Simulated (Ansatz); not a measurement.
The starting structures come from a database of crystals and need not be the phases stable at ambient conditions.

By PBEsol, the system below comes out a metal.

Input:

```
CELL_PARAMETERS angstrom
      2.67506     0.00000     0.00000
      0.00000     5.26948     0.00000
      0.00000     0.00000     2.82210
ATOMIC_POSITIONS crystal
  Ga 0.00000 0.50000 0.64939
  As 0.00000 0.00000 0.00061
```

Space group of this cell: Pmm2. The cell is taken as given; by PBEsol its mean pressure is -3.6 GPa.

The current runs along the normal of the first two printed vectors. All runs by Ansatz (a quantum-chemistry and plane-wave program), plane waves and PAW, without spin-orbit coupling; the base is PBEsol.

| run | mean pressure (GPa) | G/A, both spins (10¹⁵ S/m²) |
|---|---|---|
| base | -3.6 | 1.01 |
| all lengths scaled by 0.98 | 0.4 | 1.09 |
| all lengths scaled by 1.02 | -6.4 | ___ |
| lengths across the current scaled by 0.98, ions clamped | -1.1 | 1.02 |
| lengths across the current scaled by 1.02, ions clamped | -5.5 | ___ |
| lengths along the current scaled by 0.97, ions clamped | -1.6 | 1.10 |
| lengths along the current scaled by 1.03, ions clamped | -5.1 | ___ |

**Question.** Some entries are withheld; supply them.

**Answer.** 
- all lengths scaled by 1.02, G/A, both spins (10¹⁵ S/m²): 0.97
- lengths across the current scaled by 1.02, ions clamped, G/A, both spins (10¹⁵ S/m²): 0.99
- lengths along the current scaled by 1.03, ions clamped, G/A, both spins (10¹⁵ S/m²): 0.97
